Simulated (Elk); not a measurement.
A self-consistent single point of HfC (I4mm, 2 atoms in the cell) with Elk.

Computed with LDA (PW92), all-electron FP-LAPW, Elk's shipped species files, default APW+lo basis (Elk).

```
HfC
1.0
    0.00000     2.33160     2.33160
    2.33160     0.00000     2.33160
    2.33160     2.33160     0.00000
Hf C
1 1
Direct
  0.01072   0.01072   0.98928
  0.50000   0.50000   0.50000
```

Reference input (self-consistent single point, DFT, LDA (PW92), all-electron FP-LAPW, Elk's shipped species files, default APW+lo basis): xctype = 3; rgkmax = 7; stype = 3; swidth = 0.00367493 Ha; ngridk = 4 4 4; rmtscf = 0.88. This run's input differs from it in these lines:

```diff
@@ -9,4 +9,4 @@
 
-rmtscf
-  0.88
+rmtall
+  1.8
```

The program printed (abridged):

```
│ Self-consistent loop started │
│ Loop number : 1 │
 total energy                :     -15108.1426780
│ Loop number : 2 │
 total energy                :     -15106.7219056
RMS change in Kohn-Sham potential (target) :   0.3920123035     (  0.1000000000E-05)
Absolute change in total energy (target)   :    1.420772401     (  0.1000000000E-03)
│ Loop number : 3 │
 total energy                :     -15107.2541381
RMS change in Kohn-Sham potential (target) :   0.3858751363     (  0.1000000000E-05)
Absolute change in total energy (target)   :   0.1770393964     (  0.1000000000E-03)
│ Loop number : 4 │
   [... lines left out ...]
Absolute change in total energy (target)   :    11.86197862     (  0.1000000000E-03)
│ Loop number : 198 │
 total energy                :     -15132.3511311
RMS change in Kohn-Sham potential (target) :   0.6651348363E-01 (  0.1000000000E-05)
Absolute change in total energy (target)   :    11.95058836     (  0.1000000000E-03)
│ Loop number : 199 │
 total energy                :     -15129.5866015
RMS change in Kohn-Sham potential (target) :   0.3435012403E-01 (  0.1000000000E-05)
Absolute change in total energy (target)   :   0.2231174464     (  0.1000000000E-03)
│ Loop number : 200 │
Reached self-consistent loops maximum

Energies :
 Fermi                       :     0.471837101424
 total energy                :     -15118.7374602

Density of states at Fermi energy :    22.32411865
 (states/Hartree/unit cell)

Estimated indirect band gap :   0.4613762417E-02
 from k-point     11 to k-point     17
Estimated direct band gap   :   0.6303742481E-01
 at k-point      8

Charges :
 core                        :    48.00000000
 valence                     :    30.00000000
 interstitial                :    5.282350467
 muffin-tins (core leakage)
  species :    1 (Hf)
   atom    1                 :    67.46387697     (  0.7509478497E-03)
  species :    2 (C)
   atom    1                 :    5.253772566     (  0.4049719970E-05)
 total in muffin-tins        :    72.71764953
 total calculated charge     :    77.99593404
 total charge                :    78.00000000
 error                       :   0.4065963799E-02

│ Self-consistent loop stopped │
```

The run ended unconverged after 200 iterations. 

The starting cell has typed, rounded lattice constants, without a prior relaxation at this level. Its lattice was rescaled by up to half a per cent. One atom was moved a little off its site on purpose. Spin-orbit coupling is off. Values depend on the basis (sphere radii, cutoffs, local orbitals), which need not be converged.

Cost on one core of a shared machine: roughly 2 min.
